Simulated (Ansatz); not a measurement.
Start from NiSi2 (space group Fm-3m, No. 225; a = 5.389 Å; not spin-polarised; relaxed with 0.1 eV smearing). Axes: x, y, z lie along the cube axes.

Structures relaxed with r2SCAN (Ansatz, a quantum-chemistry and plane-wave program; PAW; 500 eV plane waves; spin-orbit coupling left out), earlier PAW set.

Base:

Simulated powder pattern, Cu Kα, λ = 1.54184 Å (kinematic, ideal powder, no thermal factors, no anomalous dispersion; the 14 strongest lines at most, above 2 %, up to 2θ = 90°):

```csv
2θ (°),I/Imax (%),hkl
28.69,81,(111)
47.74,100,(220)
56.65,33,(311)
69.82,15,(400)
77.16,12,(331)
88.99,32,(422)
```

Now apply this change: the cell is stretched by 0.75 % along y with no lateral relaxation; the atoms relax in the strained cell.

After the change:

Simulated powder pattern, Cu Kα, λ = 1.54184 Å (kinematic, ideal powder, no thermal factors, no anomalous dispersion; the 14 strongest lines at most, above 2 %, up to 2θ = 90°):

```json
[
 {"2θ (°)": "28.62", "d (Å)": "3.119", "I/Imax (%)": "100", "hkl": "(111)"},
 {"2θ (°)": "47.55", "d (Å)": "1.912", "I/Imax (%)": "82", "hkl": "(220)"},
 {"2θ (°)": "47.74", "d (Å)": "1.905", "I/Imax (%)": "41", "hkl": "(202)"},
 {"2θ (°)": "56.28", "d (Å)": "1.635", "I/Imax (%)": "14", "hkl": "(131)"},
 {"2θ (°)": "56.61", "d (Å)": "1.626", "I/Imax (%)": "27", "hkl": "(311)"},
 {"2θ (°)": "69.22", "d (Å)": "1.357", "I/Imax (%)": "6.3", "hkl": "(040)"},
 {"2θ (°)": "69.82", "d (Å)": "1.347", "I/Imax (%)": "12", "hkl": "(400)"},
 {"2θ (°)": "76.84", "d (Å)": "1.241", "I/Imax (%)": "10", "hkl": "(331)"},
 {"2θ (°)": "77.12", "d (Å)": "1.237", "I/Imax (%)": "5.0", "hkl": "(313)"},
 {"2θ (°)": "88.44", "d (Å)": "1.105", "I/Imax (%)": "13", "hkl": "(242)"},
 {"2θ (°)": "88.85", "d (Å)": "1.101", "I/Imax (%)": "26", "hkl": "(422)"}
]
```

The indices refer to the base's conventional cell; one index is shown for lines that coincide. The space group is now I4/mmm (No. 139).

No phonon test of stability was made. The final runs are not spin-polarised.
